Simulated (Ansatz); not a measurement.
Input:

```
ZnSe
1.0
    0.00000     2.91195     2.69978
    2.91195     0.00000     2.69978
    2.91195     2.91195     0.00000
Zn Se
1 1
Direct
  0.00000   0.00000   0.00000
  0.25000   0.25000   0.25000
```

Calculation: r2SCAN with spin-orbit coupling, rigid bands (plane waves, PAW; Ansatz, a quantum-chemistry and plane-wave program). Condition of this run: biaxial stress in (001) of -2.4 GPa (compression positive) (the target of the relaxation). Geometry: cell and atoms relaxed with PBEsol, then loaded as said.

Q: What conductivity effective mass do dilute holes have at 300 K?

A: 0.65 (x), 0.65 (y), 0.29 (z) mₑ.

Q: Predict the electron conductivity mass (n e² τ/σ) at 300 K, by direction if it differs.

A: 0.130 mₑ.

Q: And the band gap?

A: 1.59 eV at this level; semilocal functionals usually fall short of the measured gap.

Rigid bands, one relaxation time for all states, no polarons. Geometry: cell and atoms relaxed with PBEsol.
